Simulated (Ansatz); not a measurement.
Output of an Ansatz run (abridged):

```
WARN basis.ecutwfc = 420 eV, the default
WARN ansatz: RAYON_NUM_THREADS=1 ignored (pool sized by the plan → 1); use --threads N
Pseudopotentials: kind: paw
Pseudopotential: Cs, paw, valence charge 9
Crystal: 1 atoms, lattice volume = 126.188 Å³
Basis set: ecut = 420 eV, 2491 PW (Γ), exchange–correlation on 80×80×80 points (8 copies of the dense FFT grid, shifted against one another)
Bands: 9, of which v1, the nominal top of the filled ones, is band 5 counted from 1 (4 counted from 0)
Symmetry: 48 space group operations
Space group: Im-3m (ITA 229), of the structure as read, at distance tolerance 5.0e-5 Å
k-points: 16 of 216
Initial density: superposition of atomic densities (neutral atoms: chi_scale 0, normalization atom), corrected by the library's trained network
Initial wavefunctions: pseudopotential atomic-orbital guess
Eigensolver: davidson
Functional: x = pbe(κ = 0.804, μ = 0.2195149727645171), c = pbe(β = 0.06672455060314922)
SCF iter   1: F=—  HF=-5670.756729 eV  |F-HF|=—  |Δ(HF+E_count)|=         —  Δρ=3.21e-4  dr2=1.11e-4  ethr=1.77e-3  ⟨swp⟩=6.2  Hψ=1226  notcnv=0
all-band conjugate gradients solve this SCF's bands
preconditioner: auto → none
SCF iter   2: F=—  HF=-5670.757117 eV  |F-HF|=—  |Δ(HF+E_count)|=   3.88e-4  Δρ=1.71e-4  dr2=4.13e-5  ethr=1.23e-6  ⟨swp⟩=2.5  Hψ=365  notcnv=0
SCF iter   3: F=—  HF=-5670.757187 eV  |F-HF|=—  |Δ(HF+E_count)|=   7.05e-5  Δρ=7.13e-5  dr2=1.27e-5  ethr=4.59e-7  ⟨swp⟩=2.0  Hψ=220  notcnv=0
SCF iter   4: F=—  HF=-5670.757182 eV  |F-HF|=—  |Δ(HF+E_count)|=   5.48e-6  Δρ=2.35e-5  dr2=1.59e-6  ethr=1.41e-7  ⟨swp⟩=2.0  Hψ=214  notcnv=0
iter 5 did not close the SCF: its close was put off for the readings that it lacked (scf_convergence_deferred on its scf_iter line)
SCF iter   5: F=-5670.757181 eV  HF=-5670.757181 eV  |F-HF|=9.60e-9  |Δ(HF+E_count)|=   6.72e-7  Δρ=3.62e-6  dr2=4.21e-8  ethr=1.76e-8  ⟨swp⟩=2.6  Hψ=233  notcnv=0
SCF iter   6: F=-5670.757181 eV  HF=-5670.757181 eV  |F-HF|=1.46e-11  |Δ(HF+E_count)|=  9.98e-10  Δρ=6.17e-7  dr2=3.17e-10  ethr=4.68e-10  ⟨swp⟩=3.2  Hψ=596  notcnv=0
SCF 1 converged in 6 iterations: F = -5670.757181 eV  dr2 = 3.17e-10
SCF converged after 6 iterations
Free energy (F): -5670.757181 eV
Harris-Foulkes:  -5670.757181 eV  (|F-HF|=1.46e-11)
Internal energy: -5670.739303 eV  (E = F + TS)
E sigma→0 (E₀):  -5670.748242 eV
Entropy (-TS):   -0.017878 eV (-17.878 meV/atom)
Fermi energy:    1.856947 eV
--- Per-component energies (eV) ---
  E_band       = -95.942651
  E_kinetic    = 140.573561
  E_local      = -410.802385  (includes V_loc(G=0)·N_el)
  E_nonlocal   = 30.184184
  E_hartree    = 144.633991
  E_xc         = -172.742616
  E_vxc        = -124.361413  (∫ρ·V_xc dr)
  E_paw        = -5066.744799  (= ΣΔE_a)
  E_vpaw       = -20.804924  (= ΣTr[D̂ρ^β])
  E_aug_tail   = -0.000001  (compensation charges beyond the density's cutoff)
  E_ewald      = -335.841237
  E_smearing   = -0.017878  (= −TS)
  E_closure    = -0.000000  (closes the sum)
  Σ components = -5670.757181   (vs F -5670.757181, Δ=0.00e0)
--- Forces (eV/Å), atoms counted from 1 ---
  atom   1  Cs     0.00000000    -0.00000000     0.00000000
  max |Σ_I F_I| component: 9.12e-33 eV/Å
--- Stress (GPa, compression-positive) ---
       -0.121864      -0.000000       0.000000
       -0.000000      -0.121864      -0.000000
        0.000000       0.000000      -0.121864
  P = ⅓ Tr σ = -0.1219 GPa (-1.219 kbar)
  The stress holds the Pulay correction. Without it, at fixed plane waves, as pw.x and ABINIT print it: P = -0.1219 GPa
--- Band table (eV; the first three rows and the last of 16) ---
  k-point 0: bands = ["-22.0581", "-8.8150", "-8.8150", "-8.8150", "0.2666", "4.2840", "4.2840", "4.2840", "5.0793"]
  k-point 1: bands = ["-22.0571", "-8.8404", "-8.8234", "-8.8150", "0.5416", "3.9458", "4.0207", "4.5557", "4.8688"]
  k-point 2: bands = ["-22.0549", "-8.8899", "-8.8402", "-8.8149", "1.2654", "3.1704", "3.6462", "4.9954", "5.1665"]
  k-point 15: bands = ["-22.0505", "-8.8867", "-8.8867", "-8.8867", "2.5722", "2.5722", "4.6219", "4.6219", "4.6219"]
```

The structure:

```xyz
1
Lattice="-3.1597 3.1597 3.1597 3.1597 -3.1597 3.1597 3.1597 3.1597 -3.1597" Properties=species:S:1:pos:R:3 pbc="T T T"
Cs     0.0000     0.0000     0.0000
```

Problem. What input produced this log?

Solution. Other spellings and defaults could give the same log, and not every line can be read from it. The input that was run (DFT, PBE, plane waves, default PAW files):

Ansatz 0.2 input:
```yaml
# Cs
crystal:
  lattice:
    - [-3.159750, 3.159750, 3.159750]
    - [3.159750, -3.159750, 3.159750]
    - [3.159750, 3.159750, -3.159750]
  atoms:
    - { symbol: Cs, position: [0.000000, 0.000000, 0.000000] }
kpoints:
  mp_grid: { grid: [6, 6, 6] }
hamiltonian:
  xc: pbe
  pseudopotentials: { kind: paw }
scf:
  occupations: { method: fermi_dirac, width: 0.05 }
output:
  forces: true
  eigenvalues: true
  stress: true
```

The starting cell comes from a database of computed structures (which also holds hypothetical and non-ambient phases and stackings), without a prior relaxation at this level. Its lattice was rescaled by a random factor within 2.5 % of one. Ansatz's pressure includes its estimate of the finite-basis (Pulay) stress.

Ansatz is a program for electronic structure.
